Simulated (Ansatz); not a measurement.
Take Zr in the hcp (Mg type) structure (space group P6_3/mmc, No. 194) as the base.

```
CELL_PARAMETERS angstrom
      3.24602     0.00000     0.00000
     -1.62301     2.81113     0.00000
      0.00000     0.00000     5.15071
ATOMIC_POSITIONS crystal
  Zr 0.33333 0.66667 0.75000
  Zr 0.66667 0.33333 0.25000
```

Cartesian axes are those of the cell as printed.

Computed with Ansatz (a quantum-chemistry and plane-wave program) r2SCAN, without spin-orbit coupling.

For the base:

| Item | Result |
|---|---|
| Pressure | 0.0 GPa |
| Band gap | zero |
| Volume per atom | 23.50 Å³ |

The change: biaxial strain +4.98 %, plane normal [001], relaxed out of plane (Cartesian); in-plane vectors clamped, the third vector and the atoms free.

Question: What happens to the pressure, band gap and volume per atom?

Answer: The pressure (mean of the normal stresses, compression positive) goes from zero to -5.0 GPa; the band gap stays zero; the volume per atom increases by 1.52 Å³, from 23.50 Å³ to 25.02 Å³.

No phonon test of stability was made. All final runs are without spin polarisation.
